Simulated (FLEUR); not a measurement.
**Several settings converged on Cs (Im-3m, 1 atom in the cell)**

```
CELL_PARAMETERS angstrom
     -3.03475     3.03475     3.03475
      3.03475    -3.03475     3.03475
      3.03475     3.03475    -3.03475
ATOMIC_POSITIONS crystal
  Cs 0.00000 0.00000 0.00000
```

Base method: PBEsol, all-electron FLAPW (FLEUR), scalar-relativistic valence in FLEUR.

Base settings: Kmax = 3.8 1/bohr; GmaxXC = 15.2 1/bohr; xcFunctional = PBEs; jspins = 1; l_soc = F; mode = hist; fermiSmearingEnergy = 0.00367493 Htr; mesh (inpgen div1-3) = 4 4 4; inpgen gamma flag = true; Gmax = 15.2 1/bohr.

**Shifted k-point meshes**

In this ladder: kpt_gamma = false.

Only quantities that move along the ladder and can be compared are tabulated.

| kpt_div | free energy less the last step's (meV/atom) |
|---|---|
| 4 4 4 | -7.65 |
| 6 6 6 | -5.92 |
| 8 8 8 | -1.78 |
| 10 10 10 | -0.42 |
| 12 12 12 | -0.11 |
| 14 14 14 | -0.03 |
| 18 18 18 | 0.00 |

Coarsest kpt_div that holds the free energy within 2 meV/atom of the last step, with all finer ones: 8 8 8; the step before is off by 5.9 meV/atom.

**The k-point mesh at a smearing width of 0.3 eV**

In this ladder: fermiSmearingEnergy = 0.0110248 Htr. Moved along: kpt_gamma.

Only quantities that move along the ladder and can be compared are tabulated.

| kpt_div | free energy less the last step's (meV/atom) |
|---|---|
| 3 3 3 | -17.77 |
| 4 4 4 | 3.16 |
| 5 5 5 | -0.53 |
| 6 6 6 | 0.11 |
| 10 10 10 | 0.00 |
| 12 12 12 | 0.00 |
| 18 18 18 | 0.00 |

Coarsest kpt_div that holds the free energy within 5 meV/atom of the last step, with all finer ones: 4 4 4; the step before is off by 18 meV/atom.

**The mesh under tetrahedron occupations**

In this ladder: mode = tetra; fermiSmearingEnergy = 0.0001 Htr.

Only quantities that move along the ladder and can be compared are tabulated.

```csv
kpt_div,free energy less the last step's (meV/atom)
3 3 3,165.23
4 4 4,116.44
5 5 5,70.95
6 6 6,51.63
8 8 8,25.11
9 9 9,17.22
12 12 12,4.56
14 14 14,0.00
```

Coarsest kpt_div that holds the free energy within 5 meV/atom: not settled: the last two steps still differ by 4.6 meV/atom, over half the tolerance, so the ladder does not show it.

On the base run: the starting cell has typed, rounded lattice constants, without a prior relaxation at this level. Its lattice was rescaled by up to half a per cent. Values depend on the basis (sphere radii, cutoffs, local orbitals), which need not be converged.

Left out of this page: 1 run of the series failed or unconverged.
